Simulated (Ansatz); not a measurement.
Start from BN in the zinc blende structure (space group F-43m, No. 216).

```
CELL_PARAMETERS angstrom
      0.00000     1.79027     1.79027
      1.79027     0.00000     1.79027
      1.79027     1.79027     0.00000
ATOMIC_POSITIONS crystal
  B  0.00000 0.00000 0.00000
  N  0.25000 0.25000 0.25000
```

The values are results of LDA (Ansatz, an electronic-structure program; PAW; 420 eV plane waves; without spin-orbit coupling), not measurements.

Before the change:

The band gap comes out as 4.39 eV. The hole mass is 0.52 mₑ (at Γ) and the smallest direct gap is 8.83 eV. The lattice parameter a is 3.581 Å.

The change: hydrostatic tension (pressure −2 GPa).

**Question.** What happens to the band gap, hole mass, smallest direct gap and lattice parameter a?

**Answer.** The band gap is still 4.39 eV; the hole mass (degenerate bands, along [100]) remains 0.52 mₑ (at Γ); the smallest direct gap falls by 0.02 eV to 8.81 eV; the lattice parameter a rises by 0.006 Å, from 3.581 Å to 3.587 Å.

Load acts through the strain it causes; cell and atoms are relaxed under it. Masses are band curvatures over ±0.01 Å⁻¹ around the edge. No phonon test of stability was made.
